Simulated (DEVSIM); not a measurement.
Device: Schottky contact on p-type Si, at 300 K.

Layer 1 from the left is Si, thickness (μm) 0.580, Na (cm⁻³) 5.7e16, τn (s) 9.8e-6, τp (s) 9.8e-6.

Left contact: Schottky, work function 4.474 eV, emission velocity 3.4e6 cm/s. Right contact: ohmic. Voltage is applied to the left contact. Recombination: SRH at mid-gap. Mobility is μmin + (μ − μmin)/(1 + (N/Nref)^α).

This is a model device: material constants are rounded textbook-type values typed into the input, and sizes, dopings and lifetimes were drawn at random. Values at 300 K.

Si: gap (eV) 1.124, affinity (eV) 4.05, permittivity 11.7, Nc (cm⁻³) 2.86e19, Nv (cm⁻³) 3.1e19, μn (cm²/Vs) 1417, μp (cm²/Vs) 470, μn,min 52, μp,min 45, Nref,n 9.7e16, Nref,p 2.2e17, αn 0.68, αp 0.72.

Simulated with DEVSIM: 1D drift-diffusion, Boltzmann statistics, complete ionisation; no tunnelling, impact ionisation, image-force lowering or self-heating. Metal contacts follow the ideal Schottky-Mott rule: no Fermi-level pinning, no interface dipoles.

Problem. What does the simulation give for the dark forward voltage at 1 A/cm², the potential step across the device at zero bias, the dark forward voltage at 100 A/cm²?

Solution. dark forward voltage at 1 A/cm² 0.274 V; potential step across the device at zero bias 0.537 V; dark forward voltage at 100 A/cm² 0.396 V.
